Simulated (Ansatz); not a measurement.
Consider the following.

```
SnTe
1.0
    0.00000     3.30346     3.18559
    3.18559     0.00000     3.18559
    3.18559     3.30346     0.00000
Te Sn
1 1
Direct
  0.00000   0.00000   0.00000
  0.50000   0.50000   0.50000
```

No spin polarisation.

The values are results of r2SCAN/PAW in Ansatz (a first-principles code), no spin-orbit coupling, earlier PAW set, not measurements. Settings: 13×13×13 k-points, 0.05 eV Fermi–Dirac smearing.

Problem. Predict the band gap and stress.

Solution. Band gap: 0.14 eV
Stress (xx, yy, zz, yz, xz, xy; compression positive): (-0.14, -3.69, -0.14, 0.00, 0.00, 0.00) GPa

With Te present, leaving out spin-orbit coupling can change the band edges. The cells carry an imposed strain or load. No phonon test of stability was made. The cell was made from SnTe in the rock salt structure (space group Fm-3m, No. 225) by this change: uniaxial strain ε_yy = +3.70 %. A zero or small gap of SnTe can be the functional's error rather than a property of the material.
